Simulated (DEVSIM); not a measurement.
System: GaN p-n junction from an implanted or diffused profile, at 300 K.

```tsv
layer (left to right)	material	thickness (μm)	Nd (cm⁻³)	τn (s)	τp (s)
1	GaN	14.0	8.9e14	6.6e-8	6.6e-8
```

Added acceptor profile: 4.5e16 cm⁻³ × exp(−(x − 0 μm)²/(2·(0.07 μm)²)). Left contact: ohmic. Right contact: ohmic. Voltage is applied to the left contact. Recombination: SRH at mid-gap, radiative, Auger. Mobility is constant in doping.

Constants are typed, rounded textbook-type inputs, not results; the design itself was drawn at random and stands for no fabricated device. Values at 300 K.

```csv
parameter,GaN
gap (eV),3.43
affinity (eV),4.1
permittivity,9.5
Nc (cm⁻³),2.3e18
Nv (cm⁻³),4.6e19
μn (cm²/Vs),1200
μp (cm²/Vs),100
B (cm³/s),1e-11
Cn (cm⁶/s),1e-30
Cp (cm⁶/s),1e-30
```

Simulated with DEVSIM: 1D drift-diffusion, Boltzmann statistics, complete ionisation; no tunnelling, impact ionisation, image-force lowering or self-heating.

The doping Nd of layer 1 was swept, all else fixed.

```tsv
doping Nd of layer 1 (cm^-3)	potential step across the device at zero bias (V)	dark forward voltage at 1 A/cm² (V)
2.7e13	2.957	2.947
8.9e13	2.988	2.922
2.7e14	3.017	2.902
8.9e14	3.047	2.891
2.7e15	3.075	2.883
8.9e15	3.102	___
2.7e16	3.112	2.821
```

What belongs in the gaps?


- 8.9e15, dark forward voltage at 1 A/cm² (V): 2.869
